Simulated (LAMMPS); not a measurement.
Pressure dependence of Pt (fcc) at 2650 K, from the melt.

Model: classical MD, pair style eam, the elements' _u3.eam files (universal-3 set of Foiles, Baskes and Daw); code LAMMPS.

| P (GPa) | state | volume | coordination number | self-diffusion coefficient of Pt (not corrected for cell size) |
|---|---|---|---|---|
| 0 | liquid | 17.066 ± 0.003 Å³/atom | 12.9 (counted to 3.78 Å) | (8.38 ± 0.08) × 10^-5 cm²/s |
| 2 | liquid | 16.782 ± 0.002 Å³/atom | 13.1 (counted to 3.78 Å) | (7.34 ± 0.05) × 10^-5 cm²/s |
| 5 | liquid | 16.428 ± 0.001 Å³/atom | 13.3 (counted to 3.78 Å) | (6.63 ± 0.09) × 10^-5 cm²/s |

Caution (rows 2; 5): a run this short can hold a crystal over, or a liquid under, the potential's own melting point, which these runs don't give.

Estimate the isothermal bulk modulus at zero pressure. A parabola P(ln V) through the three points gives −dP/d ln V = 110 GPa at zero pressure.

States go by the mean squared displacement: a species diffuses where it passes 1.5 Å², still rises and gives D over 1e-6 cm²/s; a crystal has left its structure where atoms lie 0.35 Å off their sites on average or a cubic box changes its shape by 3 %, or the axial ratios of another lie 8 % off the starting cell's, which the potential's own relaxation can also do.

Errors of D are the spread over four groups of atoms in one short run; a floor of about 5 %, a picked value, is safer.

Uncertainties are statistical and leave out the potential's own error.
